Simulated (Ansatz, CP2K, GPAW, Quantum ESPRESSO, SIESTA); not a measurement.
**SnP3 (R-3m, 8 atoms in the cell) computed with different codes at matched settings**

Self-consistent single point.

```
SnP3
1.0
    3.77964     2.18218     3.69964
   -3.77964     2.18218     3.69964
    0.00000    -4.36435     3.69964
Sn P
2 6
Cartesian
  0.00000   0.00000   8.27923
  0.00000   0.00000   2.81968
  0.00000  -2.35642   4.22724
  0.00000   2.35642   6.87167
  2.04072   1.17821   4.22724
 -2.04072  -1.17821   6.87167
 -2.04072   1.17821   4.22724
  2.04072  -1.17821   6.87167
```

Shared settings, as Ansatz (a program for electronic structure) writes them: kpoints.mp_grid.grid = 4 4 4; scf.occupations.method = gaussian; scf.occupations.width = 0.1 eV. Potentials and cutoffs stand in the table.

```
code                                                                                                                                 model  pressure (GPa)  largest force (eV/Å)       cutoff
----------------  ------------------------------------------------------------------------------------------------------------------------  --------------  --------------------  -----------
Ansatz                                                                                                 LDA (PW92), PAW files made with PBE           -6.94                 0.365      default
SIESTA            LDA PW92, numerical atomic orbitals DZP, PseudoDojo LDA standard norm-conserving potentials (rewritten from UPF to PSML)           -6.60                 0.198  grid 300 Ry
Quantum ESPRESSO                                                                       LDA (PZ), GBRV 1.5 ultrasoft (LDA) pseudopotentials           -6.96                 0.358        40 Ry
GPAW                                                                         LDA (Perdew-Wang 92), GPAW PAW datasets LDA (gpaw-data 1.0.1)           -6.92                 0.328       600 eV
CP2K                                                  LDA (Pade form), GPW, DZVP-MOLOPT-SR-GTH basis, GTH-PADE potentials (GTH_POTENTIALS)           -6.93                 0.352  grid 400 Ry
```

Size of the force on each atom (eV/Å): Sizes of forces hide their directions.

```tsv
code	Sn1	Sn2	P3	P4	P5	P6	P7	P8
Ansatz	0.073	0.073	0.365	0.365	0.365	0.365	0.365	0.365
SIESTA	0.029	0.029	0.198	0.198	0.198	0.198	0.198	0.198
Quantum ESPRESSO	0.073	0.073	0.358	0.358	0.358	0.358	0.358	0.358
GPAW	0.081	0.081	0.328	0.328	0.328	0.328	0.328	0.328
CP2K	0.185	0.185	0.352	0.352	0.352	0.352	0.352	0.352
```

No clean gap comes from Ansatz, SIESTA, Quantum ESPRESSO, GPAW and CP2K: levels at the Fermi energy touch, overlap or are partly filled at this smearing.

The spread over the programs that give each value: pressure within 0.36 GPa; largest force within 0.167 eV/Å.

SIESTA and CP2K use small atom-centred bases, whose incompleteness enters pressures, forces and empty levels differently from a plane-wave cutoff. Ansatz's pressure is given at a fixed set of plane waves, as the other plane-wave codes print theirs. The same LDA comes in different parametrisations, which differ slightly. In the force vectors, SIESTA (by 0.192) and CP2K (by 0.112) lie more than 0.08 eV/Å from the median of the plane-wave programs.

The starting cell comes from a database of computed structures (which also holds hypothetical and non-ambient phases and stackings), without a prior relaxation at this level. Its lattice was rescaled by a random factor within 2.5 % of one.

Left out of this page: Elk (not drawn, or without a comparable value).

Keys are those of Ansatz 0.2.
